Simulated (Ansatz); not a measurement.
The parent structure is InP in the wurtzite structure (space group P6_3mc, No. 186; a model cell, its experimental status unchecked).

```
CELL_PARAMETERS angstrom
      4.16904     0.00000     0.00000
     -2.08452     3.61050     0.00000
      0.00000     0.00000     6.84565
ATOMIC_POSITIONS crystal
  In 0.66667 0.33333 0.99985
  In 0.33333 0.66667 0.49985
  P  0.66667 0.33333 0.62535
  P  0.33333 0.66667 0.12535
```

Computed with r2SCAN (Ansatz, an electronic-structure program, PAW, no SOC).

Carriers are added at fixed cell with a uniform background; the Fermi–Dirac width is that of 300 K.

One change was made to it. Results:

| quantity | base | after |
|---|---|---|
| Fermi level relative to the doped band's edge (positive inside the band; to 0.05 eV) | – | +0.65 eV |
| gap between the host's bands | 1.10 eV | 1.19 eV |
| gap character | direct at Γ | direct at Γ |

Task: What was done to the base?
(A) electrons 5.0×10^21 cm⁻³
(B) electrons 1.0×10^21 cm⁻³
(C) holes 5.0×10^21 cm⁻³
(D) electrons 7.0×10^21 cm⁻³
(E) holes 1.0×10^21 cm⁻³

Result: C, holes 5.0×10^21 cm⁻³. For comparison, the Fermi level from band edge in the other runs: electrons 7.0×10^21 cm⁻³ gives +1.25 eV; electrons 5.0×10^21 cm⁻³ gives +1.20 eV; electrons 1.0×10^21 cm⁻³ gives +0.90 eV; holes 1.0×10^21 cm⁻³ gives +0.30 eV.

Charged cell with a jellium background: band edges are those of the host's band count, energies are not comparable with the neutral cell, and many-body gap narrowing is missing. Stability against distortions was not tested. This is not the structure that InP has at room temperature and ambient pressure.
